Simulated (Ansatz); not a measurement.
KTaO2 (model structure, started from the NaNbO2 type, P6₃/mmc, No. 194, 8 atoms in the cell) was calculated with LDA in Ansatz (PAW).

Run with plane-wave cutoff 520 eV, 12×12×4 k mesh (along the axes of the cell as run), Fermi–Dirac smearing 0.01 eV, scalar-relativistic PAW data made under PBE.

Cell (relaxed at this level):

KTaO$_{2}$ has the hexagonal space group P6₃/mmc (No. 194), Pearson symbol hP8. Conventional cell: a = b = 2.959 Å, c = 12.634 Å, α = β = 90.00°, γ = 120.00°. K on 2a sees 6 O at 2.547 Å. Ta on 2d has 6 O at 2.128 Å (trigonal prismatic). O on 4f sees 3 Ta at 2.128 Å and 3 K at 2.547 Å. (Neighbours: up to the widest gap in distance over summed covalent radii, below 1.35, at either atom; cation-cation and far metal-metal contacts left out.)

Problem. Estimate the band gap and bulk modulus that the calculation returns.

Solution. 
* **band gap**: 1.15 eV (on the SCF k mesh)
* **bulk modulus**: 174 GPa

Note: the bulk modulus is −V dP/dV from two relaxed cells at ±2 % in volume; the relaxation could raise the start's symmetry but not lower it, so the cell can be a saddle point.

Spin–orbit coupling is not included.

The computed numbers hold no vibrational or temperature effects.

A model structure was made by putting elements into a prototype or built by hand; it is no filed structure, need not be a known phase, and can be a saddle point held by its symmetry.

Ansatz is a first-principles code.
